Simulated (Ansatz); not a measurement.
Migration barriers: interstitial As in zinc-blende AlAs, charge state +1

Consider interstitial As in zinc-blende AlAs, charge state +1. Method: PBE, PAW (plane waves to 420 eV; Ansatz, an electronic-structure program).

64-site cell at the relaxed PBE lattice, one k-point at (0.250, 0.250, 0.250), smearing 0.01 eV, spin-restricted, no finite-size correction. Static, classical nuclei. The charge state is imposed; whether it is stable for some Fermi level was not computed. Sites that were not tried may lie lower.

Barriers: single points on a 2×2×2 k-point mesh shifted by half a step at the bands' geometries.

| Route | Start site over the lowest site run (eV) | Hop (Å) | Forward barrier (eV) | Backward barrier (eV) | Neighbours at the start | Neighbours at the saddle | Saddle order | Forward, on the band's own sampling (eV) |
|---|---|---|---|---|---|---|---|---|
| several atoms move together, As the farthest | 0.26 | 1.22 | 0.11 | 0.37 | Al at 2.57, 2 Al at 2.61; 2 As at 2.56, As at 2.57 Å | Al at 2.39, Al at 2.75, Al at 2.85; As at 2.45, As at 2.53, As at 3.01 Å | first order | 0.06 |

Paths come from CI-NEB runs.   A further band (several atoms move together, As the farthest, 1.13 Å) gave 0.021 eV forward on its own sampling, 0.35 eV above the lowest site run, but it is nearly flat, so it is not taken as a result. 2 more band(s) gave no usable saddle point.

The whole set of runs took roughly 14 core-hours.
